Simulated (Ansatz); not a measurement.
The reference is BP in the zinc blende structure (space group F-43m, No. 216).

```
CELL_PARAMETERS angstrom
      0.00000     2.24526     2.24526
      2.24526     0.00000     2.24526
      2.24526     2.24526     0.00000
ATOMIC_POSITIONS crystal
  B  0.00000 0.00000 0.00000
  P  0.25000 0.25000 0.25000
```

Cartesian axes are those of the cell as printed.

All numbers come from LDA (Ansatz, a first-principles code; PAW; 420 eV plane waves; scalar-relativistic without spin-orbit coupling).

Before the change:

The smallest direct gap is 3.43 eV and the band gap comes out as 1.14 eV.

Perturbation: compressive biaxial strain of 1.25 % in the plane normal to [111], as in epitaxy on a mismatched substrate; the out-of-plane cell vector and the atoms relax.

Q: What happens to the smallest direct gap, band gap, out-of-plane strain and in-plane stress?

A: The smallest direct gap drops by 0.20 eV, from 3.43 eV to 3.23 eV; the band gap decreases by 0.09 eV, from 1.14 eV to 1.05 eV; the out-of-plane strain is +0.27 %; the mean in-plane stress (compression positive) comes out as +6.2 GPa.

No phonon test of stability was made.
